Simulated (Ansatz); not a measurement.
Cells marked so need not be the phases stable at ambient conditions, and some may be hypothetical.

 Where the default PAW files enter, the runs use the earlier of Ansatz's two default sets.

The gap is the functional's own, uncorrected, and κ follows it; spin-orbit coupling is left out. Mid-gap values are interpolated between the computed energies.

A. WSe2 (P-6m2, not sure to be the ambient phase, 3 atoms a cell, 21.9 Å³ an atom), along the normal of (001)
B. AlInSb2 (P-4m2, not sure to be the ambient phase, 4 atoms a cell, 32.2 Å³ an atom), along the normal of (001)
C. BN (P6_3mc, wurtzite, 4 atoms a cell, 6.0 Å³ an atom, -5 GPa at this level), along the normal of (111)
D. SiC (P6_3mc, 8 atoms a cell, 10.3 Å³ an atom), along the normal of (110)

Put the candidates in order of mid-gap decay constant of the slowest evanescent state, lowest first, for r2SCAN in Ansatz (a quantum-chemistry and plane-wave program).

B (0.07 1/Å), D (0.21 1/Å), A (0.24 1/Å), C (0.41 1/Å)
